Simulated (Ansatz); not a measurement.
Ansatz (an electronic-structure program) run on Si2Mo (I4/mmm, 3 atoms in the cell): self-consistent single point.

Method of the run: PBE (plane waves, PAW; Ansatz).

The change in words: lattice scaled by 0.98. Reference geometry:
```xyz
3
Lattice="-1.6242 1.6242 3.9620 1.6242 -1.6242 3.9620 1.6242 1.6242 -3.9620" Properties=species:S:1:pos:R:3 pbc="T T T"
Si     0.0000     0.0000     5.2661
Si     0.0000     0.0000     2.6580
Mo     0.0000     0.0000     0.0000
```

Reference input (self-consistent single point, DFT, PBE, plane waves, default PAW files): kpoints.mp_grid.grid = 11 11 11; hamiltonian.xc = pbe; hamiltonian.pseudopotentials = {kind: paw} (the program's default PAW files); scf.occupations.method = fermi_dirac; scf.occupations.width = 0.1 eV. This run's input differs from it in these lines:

```diff
@@ -3,8 +3,8 @@
   lattice:
-    - [-1.624239, 1.624239, 3.962027]
-    - [1.624239, -1.624239, 3.962027]
-    - [1.624239, 1.624239, -3.962027]
+    - [-1.591754, 1.591754, 3.882786]
+    - [1.591754, -1.591754, 3.882786]
+    - [1.591754, 1.591754, -3.882786]
   atoms:
-    - { symbol: Si, position_ang: [-0.000000, 0.000000, 5.266089] }
-    - { symbol: Si, position_ang: [0.000000, -0.000000, 2.657965] }
+    - { symbol: Si, position_ang: [-0.000000, 0.000000, 5.160766] }
+    - { symbol: Si, position_ang: [-0.000000, 0.000000, 2.604806] }
     - { symbol: Mo, position_ang: [0.000000, 0.000000, 0.000000] }
```

Log, with long lists cut:

```
SCF iter   1: F=—  HF=-6229.096681 eV  |F-HF|=—  |Δ(HF+E_count)|=         —  Δρ=4.57e-3  dr2=7.71e-3  ethr=1.77e-3  ⟨swp⟩=5.1  Hψ=10727  notcnv=0
all-band conjugate gradients solve this SCF's bands
preconditioner: auto → Kerker (q_TF=auto, 2.476 Å⁻¹)
SCF iter   2: F=—  HF=-6229.095666 eV  |F-HF|=—  |Δ(HF+E_count)|=   1.02e-3  Δρ=2.47e-3  dr2=2.28e-3  ethr=3.50e-5  ⟨swp⟩=1.2  Hψ=2929  notcnv=0
SCF iter   3: F=—  HF=-6229.095216 eV  |F-HF|=—  |Δ(HF+E_count)|=   4.50e-4  Δρ=4.48e-4  dr2=1.49e-4  ethr=1.04e-5  ⟨swp⟩=2.6  Hψ=3202  notcnv=0
SCF iter   4: F=—  HF=-6229.095184 eV  |F-HF|=—  |Δ(HF+E_count)|=   3.18e-5  Δρ=1.42e-4  dr2=6.04e-6  ethr=6.76e-7  ⟨swp⟩=2.3  Hψ=2497  notcnv=0
SCF iter   5: F=—  HF=-6229.095184 eV  |F-HF|=—  |Δ(HF+E_count)|=   3.50e-7  Δρ=2.47e-5  dr2=2.34e-7  ethr=2.74e-8  ⟨swp⟩=2.1  Hψ=2671  notcnv=0
SCF iter   6: F=-6229.095184 eV  HF=-6229.095184 eV  |F-HF|=1.43e-9  |Δ(HF+E_count)|=   1.04e-8  Δρ=4.31e-6  dr2=5.47e-9  ethr=4.55e-10  ⟨swp⟩=4.8  Hψ=7741  notcnv=0
SCF 1 converged in 6 iterations: F = -6229.095184 eV  dr2 = 5.47e-9
Free energy (F): -6229.095184 eV
Internal energy: -6229.085416 eV  (E = F + TS)
E sigma→0 (E₀):  -6229.090300 eV
Entropy (-TS):   -0.009768 eV (-3.256 meV/atom)
Fermi energy:    16.357148 eV
--- Forces (eV/Å), atoms counted from 1 ---
  atom   1  Si    -0.00000000     0.00000000     0.14201269
  atom   2  Si     0.00000000    -0.00000000    -0.14201269
  atom   3  Mo     0.00000000     0.00000000     0.00000000
--- Stress (GPa, compression-positive) ---
        7.086585       0.000000      -0.000000
        0.000000       7.086585      -0.000000
        0.000000       0.000000       9.546518
  P = ⅓ Tr σ = 7.9066 GPa (79.066 kbar)
  The stress holds the Pulay correction. Without it, at fixed plane waves, as pw.x and ABINIT print it: P = 7.8659 GPa
```

The run converged in 6 iterations. Against the reference run the free energy rises by 5.8 meV/atom, the pressure goes from -4.95 to 7.91 GPa and the largest force goes from 0.007 to 0.142 eV/Å.

The starting cell comes from a database of computed structures (which also holds hypothetical and non-ambient phases and stackings), without a prior relaxation at this level. Its lattice was rescaled by a random factor within 2.5 % of one. For this run, on top of that: lattice scaled by 0.98. Spin polarisation is off. With a pressure of about 8 GPa the cell is away from its equilibrium volume at this level. Ansatz's pressure includes its estimate of the finite-basis (Pulay) stress.

Keys are those of Ansatz 0.2.
